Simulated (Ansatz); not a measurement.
Input and output of a self-consistent single point for Sr2GaSi (Amm2, 4 atoms in the cell) (Ansatz, a quantum-chemistry and plane-wave program).

Method: LDA (PW92), harder PAW files (source: ansatz) made with PBE (plane waves; Ansatz).

The change in words: lattice scaled by 0.98; basis.ecutwfc: 30.9 Ry → 112.5 Ry; hamiltonian.pseudopotentials: {kind: paw} (the program's default PAW files) → {kind: paw, source: ansatz}. Reference geometry:
```yaml
crystal:
  lattice:
    - [4.24356, 0.00000, 0.00000]
    - [0.00000, 2.36850, 5.90912]
    - [0.00000, -2.36850, 5.90912]
  atoms:
    - { symbol: Sr, position: [0.50000, 0.64347, 0.64347] }
    - { symbol: Sr, position: [0.00000, 0.35878, 0.35878] }
    - { symbol: Ga, position: [0.50000, 0.93840, 0.93840] }
    - { symbol: Si, position: [0.00000, 0.06359, 0.06359] }
```

Reference input (self-consistent single point, DFT, LDA (PW92), plane waves, default PAW files made with PBE): basis.ecutwfc = 30.9 Ry; kpoints.mp_grid.grid = 5 5 5; hamiltonian.xc = lda; hamiltonian.pseudopotentials = {kind: paw} (the program's default PAW files); scf.occupations.method = gaussian; scf.occupations.width = 0.0073 Ry. This run's input differs from it in these lines:

Ansatz 0.2 input:
```diff
@@ -2,12 +2,12 @@
   lattice:
-    - [4.24356300, 0.00000000, 0.00000000]
-    - [0.00000000, 2.36849900, 5.90911900]
-    - [0.00000000, -2.36849900, 5.90911900]
+    - [4.15869200, 0.00000000, 0.00000000]
+    - [0.00000000, 2.32112900, 5.79093700]
+    - [0.00000000, -2.32112900, 5.79093700]
   atoms:
-    - { symbol: Sr, position_ang: [2.12178150, 0.00000000, 7.60469342] }
-    - { symbol: Sr, position_ang: [0.00000000, -0.00000000, 4.24014743] }
-    - { symbol: Ga, position_ang: [2.12178150, -0.00000000, 11.09023454] }
-    - { symbol: Si, position_ang: [0.00000000, -0.00000000, 0.75152175] }
+    - { symbol: Sr, position_ang: [2.07934600, 0.00000000, 7.45260004] }
+    - { symbol: Sr, position_ang: [0.00000000, 0.00000000, 4.15534475] }
+    - { symbol: Ga, position_ang: [2.07934600, -0.00000000, 10.86843056] }
+    - { symbol: Si, position_ang: [0.00000000, -0.00000000, 0.73649137] }
 basis:
-  ecutwfc: 30.9 Ry
+  ecutwfc: 112.5 Ry
 kpoints:
@@ -19,2 +19,3 @@
     kind: paw
+    source: ansatz
 scf:
```

The program printed (abridged):

```
SCF iter   1: F=—  HF=-15840.343256 eV  |F-HF|=—  |Δ(HF+E_count)|=         —  Δρ=9.63e-2  dr2=7.16e0  ethr=3.10e-3  ⟨swp⟩=9.2  Hψ=3958  notcnv=0
all-band conjugate gradients solve this SCF's bands
preconditioner: auto → Kerker (q_TF=auto, 2.344 Å⁻¹)
SCF iter   2: F=—  HF=-15838.588472 eV  |F-HF|=—  |Δ(HF+E_count)|=    1.75e0  Δρ=4.26e-2  dr2=9.33e-1  ethr=3.10e-3  ⟨swp⟩=4.0  Hψ=1871  notcnv=0  defer=5
   [... lines left out ...]
SCF iter   6: F=—  HF=-15838.234999 eV  |F-HF|=—  |Δ(HF+E_count)|=   4.54e-4  Δρ=4.61e-4  dr2=2.10e-4  ethr=6.56e-6  ⟨swp⟩=2.3  Hψ=1153  notcnv=0  defer=4
SCF iter   7: F=—  HF=-15838.234961 eV  |F-HF|=—  |Δ(HF+E_count)|=   3.83e-5  Δρ=8.16e-5  dr2=6.13e-6  ethr=4.66e-7  ⟨swp⟩=2.0  Hψ=1238  notcnv=0  defer=4
SCF iter   8: F=—  HF=-15838.234844 eV  |F-HF|=—  |Δ(HF+E_count)|=   1.17e-4  Δρ=2.13e-5  dr2=7.98e-7  ethr=1.36e-8  ⟨swp⟩=2.8  Hψ=1294  notcnv=0  defer=4
SCF iter   9: F=-15838.234844 eV  HF=-15838.234844 eV  |F-HF|=1.52e-8  |Δ(HF+E_count)|=   1.71e-7  Δρ=4.77e-6  dr2=3.70e-8  ethr=2.22e-10  ⟨swp⟩=8.8  Hψ=4967  notcnv=0
SCF 1 converged in 9 iterations: F = -15838.234844 eV  dr2 = 3.70e-8
Free energy (F): -15838.234844 eV
Internal energy: -15838.224503 eV  (E = F + TS)
E sigma→0 (E₀):  -15838.229674 eV
Entropy (-TS):   -0.010341 eV (-2.585 meV/atom)
Fermi energy:    7.854741 eV
--- Forces (eV/Å), atoms counted from 1 ---
  atom   1  Sr     0.00000000     0.00000000    -0.16720022
  atom   2  Sr     0.00000000     0.00000000     0.06637389
  atom   3  Ga     0.00000000     0.00000000     0.04759138
  atom   4  Si     0.00000000     0.00000000     0.05322426
--- Stress (GPa, compression-positive) ---
       -0.698001       0.000000       0.000000
        0.000000      -1.359416       0.000000
        0.000000       0.000000      -0.790881
  P = ⅓ Tr σ = -0.9494 GPa (-9.494 kbar)
  The stress holds the Pulay correction. Without it, at fixed plane waves, as pw.x and ABINIT print it: P = -0.9509 GPa
```

The run converged in 9 iterations. Against the reference run the pressure goes from -3.19 to -0.95 GPa and the largest force goes from 0.264 to 0.167 eV/Å.

The starting cell comes from a database of computed structures (which also holds hypothetical and non-ambient phases and stackings), without a prior relaxation at this level. Its lattice was rescaled by up to half a per cent. One atom was moved a little off its site on purpose. For this run, on top of that: lattice scaled by 0.98. Ansatz's pressure includes its estimate of the finite-basis (Pulay) stress.

Cost on one core of a shared machine: roughly 50 s.
